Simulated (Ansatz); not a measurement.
A (6,0) AlN nanotube has 24 atoms in a period of 5.338 Å, a mean diameter of 6.14 Å, and lies 110 meV/atom over the flat sheet relaxed at the same level.

Method: PBE (plane waves to 420 eV, PAW; Ansatz, a program for electronic structure). Mesh 1×1×6. No spin polarisation. One-dimensional cell, images about 11 Å apart. A hypothetical model, rolled from the flat sheet. Only distortions within the start's symmetry and period were free.

Task: Which bending rigidity of the sheet does this imply in the thin-plate picture?

Result: A plate bent to radius R stores D/(2R²) an area. The area an atom is π × 6.14 × 5.338/24 = 4.29 Å², so the stored energy is 0.110/4.29 = 0.0256 eV/Å². With R = 3.070 Å, D = 2R² × 0.0256 = 0.48 eV.
